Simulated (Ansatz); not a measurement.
We look at the surface energy of the MgO(100) slab, the mean of its two faces. Reaction: 8 MgO (rock salt) → cell A.

Cell A: a slab of MgO (rock salt, Fm-3m) cut along (100), 16 atoms, oblique cell of 3.01 × 4.25 Å (9.0 Å²), symmetry P4/nmm within 0.02 Å, 14.9 Å thick under 16 Å of vacuum, in-plane vectors held at the crystal's; planes from bottom to top: MgO × 8; all atoms within 0.5 Å of the crystal's sites, in a cell too small to show a reconstruction; spin state with PBE: run without spin, k-point mesh 14×10×1.
```xyz
16
Lattice="3.0083 0.0000 0.0000 -3.0083 3.0083 0.0000 0.0000 0.0000 30.8903" Properties=species:S:1:pos:R:3 pbc="T T T"
Mg     0.0000     0.0000    10.1218
Mg    -1.5041     1.5041     8.0235
Mg     0.0000     0.0000    14.3815
Mg    -1.5041     1.5041    12.2551
Mg     0.0000     0.0000    18.6352
Mg    -1.5041     1.5041    16.5088
Mg     0.0000     0.0000    22.8668
Mg    -1.5041     1.5041    20.7684
O     -1.5041     1.5041    10.1314
O      0.0000     0.0000     7.9746
O     -1.5041     1.5041    14.3814
O      0.0000     0.0000    12.2538
O     -1.5041     1.5041    18.6364
O      0.0000     0.0000    16.5089
O     -1.5041     1.5041    22.9156
O      0.0000     0.0000    20.7588
```

Reference: MgO (rock salt, Fm-3m), 2 atoms in the cell, the relaxed perfect crystal repeated, atoms not moved again, k-point mesh 14×10×14 on the run's own vectors.

Plane-wave PAW calculations with Ansatz (an electronic-structure program), its PAW set soft_1, cutoff 420 eV, 500 eV for r2SCAN. The structures are at rest with PBE, within the held lattices; other levels are single points on them. HSE06 runs on coarser k-point meshes, mended by the PBE difference between the two meshes. Neutral cells; Fermi-Dirac smearing of at most 0.05 eV in the solids, energies taken to zero width. The lattices are those relaxed with PBE, so at other levels the solids can be strained, which adds to the spread. A dispersion term (D3(BJ), or D4 for r2SCAN) was computed beside these levels and is taken off wherever the name lacks it. Space groups of crystals are read within 0.01 Å. Nuclei at rest; no vibrational terms. No structure search was made; lower ones may exist. No correction for cell size.

Problem. Give the value at the level r2SCAN.

Solution. 1.14 J/m², for 8 MgO (rock salt) → cell A.

Problem. List the value at the remaining levels and say how far they part.

Solution. 
```csv
Functional,value (J/m²),less r2SCAN
HSE06,1.04,-0.10
```

The levels shown span 0.10 J/m², from HSE06 (1.04) to r2SCAN (1.14).
